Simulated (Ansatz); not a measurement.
# C, response to strain

Take C in the diamond structure (space group Fd-3m, No. 227; a = 3.5603 Å) as the base. Axes: x, y, z lie along the cube axes.

Strains are applied to the cell and any free atomic positions relax; under biaxial strain the out-of-plane vector relaxes too.

Level of theory: plane-wave PAW DFT at the r2SCAN level (Ansatz, a first-principles code, 500 eV), no spin-orbit coupling.

Notes on the quantities. energy relative to the base: free energy F.

```csv
"biaxial strain, plane normal [111], relaxed out of plane (%)",energy relative to the base (meV/atom)
-2.5,30.1
-2.08,20.7
-1.67,13.2
-1.25,7.3
-0.83,?
-0.42,0.8
0,0.0
```

Fit ΔE = Aε² + Bε³ (ε in %) to the rows shown and predict the withheld row.

Least squares on the printed values gives A = 4.56 and B = -0.10 meV/atom (largest residual 0.0 meV/atom); this predicts 3.2 meV/atom, and the run gives 3.2 meV/atom, in agreement.

No phonon test of stability was made.
